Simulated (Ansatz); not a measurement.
A (5,5) blue phosphorus nanotube, stretched and compressed along its axis from its relaxed period of 3.299 Å, atoms relaxed at each length.

Calculation: PBE (plane waves to 420 eV, PAW; Ansatz, a first-principles code). Mesh 1×1×10. No spin polarisation. One-dimensional cell, images about 11 Å apart. A hypothetical model, rolled from the flat sheet. Only distortions within the start's symmetry and period were free. Buckling under compression is shut out by symmetry and the short period. Energies are free energies at a Fermi–Dirac width of 0.02 eV, from the unstrained cell.

```
strain (%)  energy (meV a period)  axial force (nN)  PBE gap (eV)
----------  ---------------------  ----------------  ------------
-3.0                         +177             -6.05          1.78
-1.5                          +42             -2.79          1.79
0.0                             0             +0.03          1.75
+1.5                          +39             +2.43          1.59
+3.0                         +147             +4.48          1.45
+6.0                         +526             +7.63          1.24
```

The slope of the force at zero strain is 170 nN.
